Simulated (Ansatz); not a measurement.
We consider SnClF (Pnma, No. 62), described by LDA (plane waves, PAW; Ansatz, a program for electronic structure).

Numerical settings: plane-wave cutoff 520 eV, 6×8×4 k mesh (along the axes of the cell as run), Fermi–Dirac smearing 0.01 eV, scalar-relativistic PAW data made under PBE.

Computed at the level's own relaxed cell.

Question: Predict the band gap, direct gap at Γ and bulk modulus.

Answer: 
band gap: 2.95 eV (on the SCF k mesh)
direct gap at Γ: 3.52 eV
bulk modulus: 23.7 GPa

Note: the bulk modulus is −V dP/dV from two relaxed cells at ±2 % in volume; the volume lies 10 % below that of the published cell.

Spin–orbit coupling is not included.
